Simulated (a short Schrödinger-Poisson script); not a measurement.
System: MOS inversion layer, HfO2 on p-type Si(110), at 400 K.

From the gate side: 10.2 nm HfO2; 620 nm Si, acceptors 4.8e17 cm⁻³.

Constants are typed, rounded textbook-type inputs, not results; the design itself was drawn at random and stands for no fabricated device. HfO2: permittivity 22, conduction-band edge (eV) 1.55, gap (eV) 5.7, electron mass (mₑ) 0.2. Si: permittivity 11.7, conduction-band edge (eV) 0, gap (eV) 1.124, Nv at 300 K (cm⁻³) 3.1e19.

Channel valleys (confinement mass, in-plane density-of-states mass, number): Δ4 0.315, 0.324, 4; Δ2 0.19, 0.417, 2. At the gate the conduction-band edge of layer 1 lies 1.66 eV − eVg above the Fermi level of the channel; the field vanishes at the back. Gaps are held at their typed values at every temperature. Mesh 0.03 nm at interfaces.

From a short Schrödinger-Poisson script (our own, NumPy): 1D Poisson equation in equilibrium, electrons quantum, Hartree (BenDaniel-Duke, 12 states a valley, the channel's in-plane mass for all, wave functions ending at the dielectric), parabolic valleys, classical holes, full ionisation, no traps, pinning or gate leakage.

```csv
Vg (V),electrons (cm⁻²),C (μF/cm²),Δ4 E0 (meV from the Fermi level),Δ2 E0 (meV from the Fermi level)
0.05,1.12e9,0.216,348.8,369.2
0.1,3.74e9,0.219,307.0,327.9
0.15,1.23e10,0.241,265.6,286.9
0.2,3.89e10,0.315,225.6,247.4
0.25,1.10e11,0.478,189.6,211.9
0.3,2.54e11,0.698,160.3,183.3
0.35,4.75e11,0.892,138.2,161.9
0.4,7.58e11,1.03,121.6,146.1
0.45,1.08e12,1.13,108.8,134.2
0.5,1.44e12,1.20,98.5,124.8
0.55,1.81e12,1.25,90.0,117.1
0.6,2.20e12,1.29,82.8,110.7
0.65,2.61e12,1.32,76.4,105.3
0.7,3.02e12,1.35,70.8,100.6
0.75,3.44e12,1.37,65.8,96.4
0.8,3.87e12,1.39,61.2,92.7
0.85,4.30e12,1.40,57.0,89.4
0.9,4.74e12,1.42,53.2,86.3
0.95,5.18e12,1.43,49.6,83.6
1,5.63e12,1.44,46.2,81.0
```

Gate voltages with under 1e9 electrons/cm² are left out.

Task: At Vg = 1 V the lowest Δ4 subband lies at 46.2 meV from the Fermi level. How many electrons does it hold, and what share of all?

Result: The two-dimensional density of states is g m/(πħ²) = 5.41e11 cm⁻² meV⁻¹ (both spins), kT = 34.5 meV, so n = D kT ln(1 + exp(−E/kT)) = 4.34e12 cm⁻², 0.77 of the 5.63e12 cm⁻² in all.

Task: Compare the slope of the sheet density between 0.9 and 1 V with the geometric capacitance of the layers between gate and channel.

Result: q Δn/ΔV = 1.43 μF/cm²; ε0/Σ(t/ε) = 1.91 μF/cm². The ratio is 0.75: the channel acts as a further capacitance in series.
